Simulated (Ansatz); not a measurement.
Take MnF$_{2}$ in the CdI2 type structure (space group P-3m1, No. 164; a = 3.3281 Å, c = 4.2810 Å; ferromagnetic; a hypothetical phase, not in the database extracts checked; layered, stacked along the Cartesian z axis) as the base.

(Cell as relaxed with PBE-D3(BJ).)

Levels (all Ansatz, a first-principles code, PAW): PBE-D3(BJ) (420 eV, spin-orbit coupling left out); r2SCAN+rVV10 (500 eV, spin-orbit coupling left out).

Each level relaxes its own structure.

```csv
base,PBE-D3(BJ),r2SCAN+rVV10
volume per atom,13.69 Å³,12.87 Å³
lattice parameter a,3.328 Å,3.303 Å
band gap,1.70 eV,2.22 eV
largest site moment,4.21 μB,4.25 μB
```

The change: a free-standing slab of 3 layers (9 atoms, 3 a layer) is cut normal to the stacking axis, with 15 Å of vacuum and the in-plane cell relaxed.

```tsv
quantity	PBE-D3(BJ)	r2SCAN+rVV10
band gap	1.88 eV	2.45 eV
shortest interatomic distance	2.147 Å	2.126 Å
excess energy per area of both faces (slab less bulk energy over the cell's area: twice a surface energy)	0.26 J/m²	0.28 J/m²
```

PBE-D3(BJ)'s band gap lies 0.57 eV below r2SCAN+rVV10's; PBE-D3(BJ)'s shortest interatomic distance lies 0.021 Å above r2SCAN+rVV10's (1.0 %); PBE-D3(BJ)'s excess energy per area of both faces lies 0.02 J/m² below r2SCAN+rVV10's. Neither level is exact; r2SCAN+rVV10 is the comparison here, not a measurement.

The excess energy carries the mismatch between the slab's and the bulk's meshes. Stability against distortions was not tested. No Hubbard U is applied and the magnetic state is the run's own (MnF2 ferromagnetic); other magnetic orders, which need larger cells, were not tried and can change the gap. The D3 term's C6 switches between coordination references near this geometry, which can add small steps to energies.
